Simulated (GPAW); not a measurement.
Worked example: self-consistent single point of BaTiO3 (P4mm, 5 atoms in the cell) in GPAW.

Method of the run: PBE+U, GPAW PAW datasets PBE (gpaw-data 1.0.1) (plane waves; GPAW 25.7.0).

```xyz
5
Lattice="3.9900 0.0000 0.0000 0.0000 3.9900 0.0000 0.0000 0.0000 4.0400" Properties=species:S:1:pos:R:3 pbc="T T T"
Ba     0.0000     0.0000     0.0000
Ti     1.9950     1.9950     2.0725
O      1.9950     1.9950     3.9471
O      0.0000     1.9950     1.9675
O      1.9950     0.0000     1.9675
```

Reference input (self-consistent single point, DFT PBE, plane waves, GPAW PAW datasets PBE (gpaw-data 1.0.1)): mode = pw; ecut = 900 eV; xc = PBE; kpts = 7 7 7; mesh shift (steps) = 0 0 0; occupations.name = fermi-dirac; occupations.width = 0.05 eV; nbands = -8; convergence.density = 1e-05 e/electron; convergence.bands = -6; symmetry.symmorphic = false; symmetry.tolerance = 0.0005. This run's input differs from it in these lines:

```diff
@@ -17,2 +17,3 @@
             xc='PBE',
+            setups={'Ti': ':d,5.0'},
             kpts=(7, 7, 7),
```

Output (repeated stretches shortened):

```
     iter     time        total  log10-change:
                         energy   eigst   dens
iter:   1 --:--:--   -42.819106   +0.69
iter:   2 --:--:--   -40.814803   -0.29  -0.93
iter:   3 --:--:--   -36.221313   -0.16  -1.00
iter:   4 --:--:--   -36.141257   -0.99  -1.35
iter:   5 --:--:--   -36.281061   -1.49  -1.44
iter:   6 --:--:--   -36.216361   -1.42  -1.77
iter:   7 --:--:--   -36.227001   -2.15  -2.18
iter:   8 --:--:--   -36.179497   -1.78  -2.13
iter:   9 --:--:--   -36.189689   -2.40  -2.49
iter:  10 --:--:--   -36.175785c  -2.96  -2.26
iter:  11 --:--:--   -36.176123c  -3.57  -2.86
iter:  12 --:--:--   -36.176167c  -4.48  -3.08
iter:  13 --:--:--   -36.175770c  -4.34  -3.10
iter:  14 --:--:--   -36.175776c  -5.49  -3.24
   [... 7 lines left out ...]
iter:  22 --:--:--   -36.175780c  -6.12  -3.93
iter:  23 --:--:--   -36.175780c  -6.77  -4.29
iter:  24 --:--:--   -36.175779c  -7.09  -4.38
iter:  25 --:--:--   -36.175779c  -7.03  -4.55
iter:  26 --:--:--   -36.175779c  -7.99c -4.90
iter:  27 --:--:--   -36.175779c  -8.23c -5.10c
Converged after 27 iterations.

Dipole moment: (0.000000, 0.000000, 3.179611) |e|*Ang

Energy contributions relative to reference atoms: (reference = -250624.413696)

Kinetic:        +43.442711
Potential:      -46.426330
External:        +0.000000
XC:             -34.133749
Entropy (-ST):   -0.000000
Local:           +0.941588
SIC:             +0.000000
--------------------------
Free energy:    -36.175779
Extrapolated:   -36.175779

Showing only first 2 kpts
 Kpt  Band  Eigenvalues  Occupancy
  0    18      7.53563    2.00000
  0    19      7.53563    2.00000
  0    20     10.44470    0.00000
  0    21     10.60063    0.00000

  1    18      7.44624    2.00000
  1    19      7.44624    2.00000
  1    20     10.48100    0.00000
  1    21     10.92564    0.00000

Fermi level: 8.95101

Gap: 2.665 eV
Transition (v -> c):
   [... lines left out ...]
Direct gap: 2.909 eV
   [... lines left out ...]
Energy (eV): -36.175779

Forces in eV/Ang:
  0 Ba    0.00000    0.00000    0.00650
  1 Ti    0.00000    0.00000   -0.60257
  2 O     0.00000    0.00000    0.60944
  3 O     0.00000    0.00000   -0.00671
  4 O     0.00000    0.00000   -0.00671

Stress tensor:
    -0.039996     0.000000    -0.000000
     0.000000    -0.039996     0.000000
    -0.000000     0.000000    -0.044556
Stress (GPa, Voigt): [-6.4081 -6.4081 -7.1386  0.     -0.      0.    ]
```

The run converged in 27 iterations. GPAW prints stress with tension positive. Against the reference run the largest force goes from 0.114 to 0.609 eV/Å and the gap on the mesh goes from 1.922 to 2.665 eV.

At such cutoffs GPAW's stress carries a finite-basis (Pulay) error, which enters relaxed cells too; its log prints stress with tension positive.

The starting cell has typed, rounded lattice constants, without a prior relaxation at this level. Spin polarisation is off. The U value is a test value, and with U on an open shell several self-consistent states can exist.

Cost on one core of a shared machine: roughly 90 s.
